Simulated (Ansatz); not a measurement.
**CsCl-type FeAl**

The numbers are results of PBE in Ansatz (PAW), not measurements.

Numerical settings: plane-wave cutoff 520 eV, 16×16×16 k mesh, Fermi–Dirac smearing 0.1 eV, perturbation theory, force constants from a 4×4×4 q mesh, no spin polarisation, scalar-relativistic PAW data made under PBE.

Cell: relaxed at this level.

```
Item                       Value
-----------------  -------------
TO(Γ) frequency         348 cm⁻¹
zero-point energy  0.048 eV/atom
```

Ansatz is a program for electronic structure.
